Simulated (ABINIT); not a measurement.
Band structure of Ga2Pt (Fm-3m, 3 atoms in the cell).

```yaml
crystal:
  lattice:
    - [0.00000, 2.96792, 2.96792]
    - [2.96792, 0.00000, 2.96792]
    - [2.96792, 2.96792, 0.00000]
  atoms:
    - { symbol: Ga, position: [0.75000, 0.75000, 0.75000] }
    - { symbol: Ga, position: [0.25000, 0.25000, 0.25000] }
    - { symbol: Pt, position: [0.00000, 0.00000, 0.00000] }
```

Level of theory: PBEsol, norm-conserving pseudopotentials (PseudoDojo nc-sr-04 PBEsol standard) (plane waves; ABINIT).

Settings: pseudos = [Ga.upf, Pt.upf]; ecut = 42 Ha; occopt = 7; tsmear = 0.272 eV; ngkpt = 8 8 8; nshiftk = 1; shiftk = 0 0 0; potentials = PseudoDojo nc-sr-04 PBEsol standard; kptopt = 1; nstep = 60; toldfe1 = 1e-09 Ha; ndtset = 2; getden2 = 1.

The starting cell comes from a database of computed structures (which also holds hypothetical and non-ambient phases and stackings), without a prior relaxation at this level. Spin-orbit coupling is off. Spin polarisation is off.

Levels in eV from the Fermi level, bands 19 to 26:
```json
[
 {"point": "Γ", "19": "-3.27", "20": "-3.27", "21": "0.06", "22": "5.16", "23": "5.16", "24": "5.16", "25": "5.16", "26": "5.16"},
 {"point": "X", "19": "-3.49", "20": "-3.07", "21": "-2.84", "22": "-1.82", "23": "-1.82", "24": "1.86", "25": "4.16", "26": "10.37"},
 {"point": "W", "19": "-3.48", "20": "-2.99", "21": "-2.82", "22": "-2.82", "23": "-0.92", "24": "4.86", "25": "4.86", "26": "7.16"},
 {"point": "K", "19": "-3.66", "20": "-3.51", "21": "-2.94", "22": "-1.99", "23": "-0.68", "24": "2.72", "25": "6.09", "26": "7.67"},
 {"point": "L", "19": "-3.37", "20": "-3.17", "21": "-3.17", "22": "1.27", "23": "1.27", "24": "2.96", "25": "4.00", "26": "5.36"},
 {"point": "U", "19": "-3.66", "20": "-3.51", "21": "-2.94", "22": "-1.99", "23": "-0.68", "24": "2.72", "25": "6.09", "26": "7.67"}
]
```

Bands cross the Fermi level along this path, so the cell is metallic at this level.
